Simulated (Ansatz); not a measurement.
The starting structures come from a database of crystals and need not be the phases stable at ambient conditions.

 Where the default PAW files enter, the runs use the earlier of Ansatz's two default sets.

Inside the gap of an insulator the Bloch states are evanescent, with a wavenumber k + iκ along the transport direction.

```xyz
9
Lattice="5.2434 0.0000 0.0000 0.0000 7.4153 0.0000 2.6217 3.7077 2.6217" Properties=species:S:1:pos:R:3 pbc="T T T"
Sr     2.6217     5.5615     0.0000
Sr     2.6217     1.8538     0.0000
Fe     0.0000     0.0000     0.0000
H      0.0000     1.6131     0.0000
H      5.2434     5.8022     0.0000
H      1.4811     3.7077     1.4811
H      1.1407     7.4153     1.1407
H      3.7624     3.7077     1.4811
H      4.1028     7.4153     1.1407
```

Space group of this cell: Fm-3m. The cell is taken as given.

Transport runs along the normal of the first two printed cell vectors, the (110) plane of the conventional cell.

The gap is the functional's own. No spin-orbit coupling. Mid-gap values are interpolated on the energy grid.

**Question.** Estimate the band gap and the smallest decay constant κ at mid-gap that Ansatz (a program for electronic structure) with r2SCAN returns for this system.

**Answer.** Gap 1.86 eV on a 12×12×12 mesh; κ = 0.424 1/Å, at the zone centre.
